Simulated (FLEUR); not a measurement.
Equation of state of CsCl-type RuAl (space group 221): energy against volume (FLEUR, LDA)

```
CELL_PARAMETERS angstrom
      2.87371     0.00000     0.00000
      0.00000     2.87371     0.00000
      0.00000     0.00000     2.87371
ATOMIC_POSITIONS crystal
  Al 0.50000 0.50000 0.50000
  Ru 0.00000 0.00000 0.00000
```

Computed with LDA (Perdew-Zunger), all-electron FLAPW (FLEUR), scalar-relativistic valence (FLEUR). Settings: Kmax = 5.24 1/bohr; GmaxXC = 21 1/bohr; xcFunctional = pz; jspins = 1; l_soc = F; mode = hist; fermiSmearingEnergy = 0.00183747 Htr; mesh (inpgen div1-3) = 20 20 20; inpgen gamma flag = true; Gmax = 21 1/bohr; numbands = 0; maxIterBroyd = 15; imix = Anderson; alpha = 0.05; precondParam = 0; minDistance = 1e-05 me/bohr^3. The cell above is the first row's. The rows scale it uniformly. In all rows fractional positions and the k mesh are held. E is the free energy at the stated smearing, counted from the lowest row.

| V (Å^3/atom) | E (meV/atom) |
|---|---|
| 11.866 | ? |
| 12.124 | 39.49 |
| 12.382 | 17.34 |
| 12.640 | 4.49 |
| 12.898 | 0.00 |
| 13.156 | 3.01 |
| 13.414 | 12.76 |
| 13.672 | 28.55 |
| 13.929 | 49.76 |

The 8 complete rows are fitted with the third-order Birch-Murnaghan form, a cubic in V^(-2/3), E against V. With u = V^(-2/3) - 0.181, the rows have u = 0.008483, 0.005841, 0.003290, 0.000824, -0.001561, -0.003869, -0.006105, -0.008262. Least squares gives E = 0.220 - 793.13·u + 634323·u² + 571454·u³. Residuals (row less fit): 0.003, -0.003, -0.007, 0.003, 0.008, 0.009, -0.024, 0.010; standard error 0.015 (degrees of freedom: 4). Its minimum lies at u = 0.000625, so V0 = (0.181625)^(-3/2) = 12.92. There d²E/du² = 1271000 and d³E/du³ = 3429000, so B0 = (4/9) × 12.92^(-7/3) × 1271000 × 0.160218 = 231 GPa (the last factor turns the table's units into GPa), and B0' = 4 + (2/3) × 0.181625 × (3429000)/1271000 = 4.3.

### Question
Predict the withheld E at V = 11.866 from the fit, and compare with the calculation.

### Answer
u = 0.011219, so E = 0.220 - 793.13 × 0.011219 + 634323 × 0.011219² + 571454 × 0.011219³ = 71.968 meV/atom. The calculation gives 72.02 meV/atom, 0.052 meV/atom above the prediction (0.1 % of the range of E in the table). The row lies outside the fitted rows, so this is an extrapolation. From the scatter of the fitted rows alone, a prediction at this place has a standard error of 0.044 meV/atom, so the miss is 1.2 times that.

Carrying the step between the two nearest rows on in a straight line would have given 61.64, off by 10.38; series whose last step already gives the withheld value aren't shown. The scan was laid around a cell of about the measured size, scaled by a guess for this functional. The runs keep the symmetry of the cell, so they don't test it for distortions. Spin polarisation is off. Values depend on the basis (sphere radii, cutoffs, local orbitals), which need not be converged. Cutoffs and mesh are single choices, not tested for convergence of this quantity. Series with a scatter that would blur these digits, or in which a gap closes, are not shown. Nor are scans whose minimum lies at an end fitted in this form.
